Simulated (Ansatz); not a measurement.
**Hypothetical P4_2/mnm WTe2, pressure series**

Start from WTe2 (space group P4_2/mnm, No. 136; a = 6.5963 Å, c = 3.5772 Å; a hypothetical phase, not in the database extracts checked).

Cell and atoms are relaxed at each pressure.

Method: Ansatz (a first-principles code) PBEsol, no SOC.

Notes on the quantities. enthalpy: H = E + PV relative to the base's energy.

| case | density | shortest interatomic distance | enthalpy |
|---|---|---|---|
| base | 9.37 g/cm³ | 2.658 Å | – |
| pressure −2 GPa | 9.15 g/cm³ | 2.682 Å | -0.33 eV/atom |
| pressure −1 GPa | 9.26 g/cm³ | 2.669 Å | -0.16 eV/atom |
| pressure 1.8 GPa | 9.55 g/cm³ | 2.640 Å | +0.29 eV/atom |
| pressure 4.2 GPa | 9.77 g/cm³ | 2.618 Å | +0.67 eV/atom |
| pressure 9 GPa | 10.16 g/cm³ | 2.582 Å | +1.40 eV/atom |
| pressure 18 GPa | 10.79 g/cm³ | 2.531 Å | +2.70 eV/atom |
| pressure 30 GPa | 11.46 g/cm³ | 2.480 Å | +4.33 eV/atom |
| pressure 45 GPa | ? | ? | +6.26 eV/atom |
| pressure 60 GPa | 12.78 g/cm³ | 2.391 Å | +8.08 eV/atom |

Task: Complete the table.

Result: 
- pressure 45 GPa, density: 12.17 g/cm³
- pressure 45 GPa, shortest interatomic distance: 2.430 Å

Load acts through the strain it causes; cell and atoms are relaxed under it. Whether these cells are dynamically stable was not tested. Competing high-pressure phases were not computed. The final runs are not spin-polarised. WTe2 has a high density of states at the Fermi level and may be magnetic at this level.
